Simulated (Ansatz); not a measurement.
**SnS2 (model structure, from the fluorite type, Fm-3m, No. 225): equilibrium lattice constant a by level of theory**

No measured value is used here.

Q: Put these levels in order of the equilibrium lattice constant a that they give for SnS2 (model structure, from the fluorite type, Fm-3m, No. 225), smallest first: LDA (Ansatz, a quantum-chemistry and plane-wave program), PBE (Ansatz), PBE-D3(BJ) (Ansatz).

A: LDA (6.345 Å), PBE-D3(BJ) (6.411 Å), PBE (6.495 Å)

Ansatz's density-functional and Hartree–Fock values are scalar-relativistic unless marked +SOC, with PAW data made under PBE.

A model structure was made by putting elements into a prototype or built by hand; it is no filed structure, need not be a known phase, and can be a saddle point held by its symmetry.
